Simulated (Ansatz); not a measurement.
Abridged Ansatz (a program for electronic structure) output:

```
Pseudopotential: Sr, paw, valence charge 10
Pseudopotential: Hf, paw, valence charge 26
Pseudopotential: N, paw, valence charge 5
Crystal: 4 atoms, lattice volume = 55.942 Å³
Basis set: ecut = 420 eV, 1093 PW (Γ), exchange–correlation on 90×90×90 points (8 copies of the dense FFT grid, shifted against one another)
Bands: 27, of which v1, the nominal top of the filled ones, is band 23 counted from 1 (22 counted from 0)
Symmetry: 12 space group operations
k-points: 189 of 1728
Functional: x = pbesol(κ = 0.804, μ = 0.12345679012345678), c = pbesol(β = 0.046)
SCF iter   1: F=—  HF=-19853.187872 eV  |F-HF|=—  |Δ(HF+E_count)|=         —  Δρ=1.41e-2  dr2=1.36e-1  ethr=1.77e-3  ⟨swp⟩=7.3  Hψ=25336  notcnv=0
SCF iter   2: F=—  HF=-19853.160838 eV  |F-HF|=—  |Δ(HF+E_count)|=   2.70e-2  Δρ=2.48e-3  dr2=8.91e-3  ethr=2.95e-4  ⟨swp⟩=2.2  Hψ=8606  notcnv=0
SCF 1 converged in 10 iterations: F = -19853.158865 eV  dr2 = 1.57e-11
SCF converged after 10 iterations
Free energy (F): -19853.158865 eV
Internal energy: -19853.158560 eV  (E = F + TS)
E sigma→0 (E₀):  -19853.158713 eV
Entropy (-TS):   -0.000305 eV (-0.076 meV/atom)
Fermi energy:    14.829420 eV
--- Forces (eV/Å), atoms counted from 1 ---
  atom   1  Sr     0.00000000     0.00000000     0.00000000
  atom   2  Hf    -0.00000000     0.00000000    -0.00000000
  atom   3  N      0.00000000     0.00000000     0.00000477
  atom   4  N      0.00000000     0.00000000    -0.00000477
--- Stress (GPa, compression-positive) ---
       -0.000656       0.000000       0.000000
        0.000000      -0.000656       0.000000
       -0.000000       0.000000       0.000278
  P = ⅓ Tr σ = -0.0003 GPa (-0.003 kbar)
```

Task: What was computed, and what are the main results?

Result: SrHfN2, 4 atoms in the cell, with PBEsol (Ansatz; PAW; 420 eV plane waves; scalar-relativistic without spin-orbit coupling). The last SCF converged to F = -19853.158865 eV, or -4963.2897 eV per atom, at a pressure of 0.00 GPa. The total energy compares only with runs of the same code, potentials and settings.

Spin-orbit coupling, missing from the scalar runs, can matter with Hf. Stability against distortions was not tested. The cell is SrHfN2 (space group R-3m, No. 166; a cell from a computed database, its experimental status unchecked).
